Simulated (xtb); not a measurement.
xtb 6.7.1, GFN2-xTB: CC(C)(C)c1ccc(-c2ccc(-c3c(F)c(F)c([Si](C)(C)C)c(F)c3F)s2)s1, 50 atoms. The geometry is a generated start, not checked to be a minimum at this level.

```json
{
  "method": "GFN2-xTB",
  "--acc": "1 (default)",
  "--etemp (K)": "300 (default)",
  "detailed input (--input)": "none: ANC optimiser, Lindh (1995) Hessian, microcycle=20, maxdispl=1.0, hlow=0.01 (default)",
  "basis_functions": "152",
  "valence_electrons": "150"
}
```

The structure is relaxed from this start with --opt LEVEL for the levels crude, sloppy, loose, lax, normal, tight, vtight, extreme, once each. Up to the end of the extreme run atoms move by at most 0.84 Å along an axis.

Question: What is the loosest level that ends within 1 meV of the extreme run, and how many cycles does it take?

Answer: vtight: 94 cycles against 152, ending 0.47 meV above.

| level | cycles | energy above the extreme run (meV) | gradient norm (eV/Å) |
|---|---|---|---|
| crude | 5 | 59 | 0.45 |
| sloppy | 12 | 20 | 0.26 |
| loose | 15 | 16 | 0.11 |
| lax | 22 | 10 | 0.035 |
| normal | 40 | 3.8 | 0.012 |
| tight | 68 | 1.3 | 0.0046 |
| vtight | 94 | 0.47 | 0.0035 |
| extreme | 152 | — | 0.0028 |
